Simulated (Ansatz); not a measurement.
Functionals compared on the (332) surface of fcc Pt in its 1x1 cell, outermost plane spacing 0.42 Å in the ideal cut, in Ansatz (plane waves, PAW). The structure was relaxed with PBE; the other rows are single points on it, each with its references at the same level. Cutoff 420 eV (500 eV for r2SCAN).

Model: 25-atom slab, 10.2 Å thick at the start (thin: gaps and levels are the slab's own), 13x3x1 mesh, Fermi-Dirac 0.1 eV, dipole correction, all atoms relaxed; symmetry of the start imposed; no spin, no spin-orbit, no U. These notes are the PBE run's.

```csv
functional,surface energy (J/m²),work function of the top face (eV),rough cost of the single point
PBE,1.58,5.53,–
LDA,2.20,5.92,about 10 core-minutes (a rough figure)
PBEsol,2.01,5.66,about 10 core-minutes (a rough figure)
RPBE,___,___,very roughly 11 core-minutes
r2SCAN,1.80,5.59,about 19 core-minutes (a rough figure)
```

Q: What belongs in the gaps?

A: 
- RPBE, surface energy (J/m²): 1.32
- RPBE, work function of the top face (eV): 5.37

Ansatz is a quantum-chemistry and plane-wave program.
